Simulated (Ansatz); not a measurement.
## Defect calculation: Ge vacancy + Ge vacancy + Si interstitial in germanium

These are PBE, PAW (plane waves to 420 eV; Ansatz, a program for electronic structure) values and carry that method's errors. Cell: 64 sites, 2×2×2 repeats of a cell of 8 atoms; final energies on a 2×2×2 shifted mesh. Sites at the start: the Ge site; Ge 2.49 Å away; midway between the emptied sites. Finite-size and sampling errors can reach tenths of an eV here. PBE closes or nearly closes this host's gap, so even the neutral cell can hold carriers in host bands. Spin–orbit coupling is left out. Each state is the lowest found from its start.

Formation energies E_f are those of the neutral cell. Chemical conditions: host crystal and elements as references (Δμ(Ge) = 0.00 eV, Δμ(Si) = 0.00 eV; Si taken from its element, since no compound that bounds it was computed at this level; only phases computed here count, gases as isolated molecules at 0 K). Reference phases: Ge: germanium, Si: silicon.

The name describes the start; the neighbours show where the atoms ended.

```json
[
 {"charge": "0", "moment (μB)": "not spin-polarised", "point group": "C3v", "largest move off a lattice site (Å)": "0.38", "neighbours of the last Si atom of the defect at the end (Å)": "Ge 2.46, Ge 2.46, Ge 2.46", "E_f, host crystal and elements as references (eV)": "2.31", "above the lowest spin state (eV)": "0.00"},
 {"charge": "0", "moment (μB)": "0.0", "point group": "C3v", "largest move off a lattice site (Å)": "0.38", "neighbours of the last Si atom of the defect at the end (Å)": "Ge 2.46, Ge 2.46, Ge 2.46", "E_f, host crystal and elements as references (eV)": "2.31", "above the lowest spin state (eV)": "0.00"}
]
```

Point groups are those of the whole cell at tolerances of 0.03 and 0.1 Å ("near" where only the looser one holds); none is given for unsettled states.

Starting moments that weren't kept: charge 0 began with 2 μB and ended with 0.0.

All states together cost around 9 core-hours (rough).
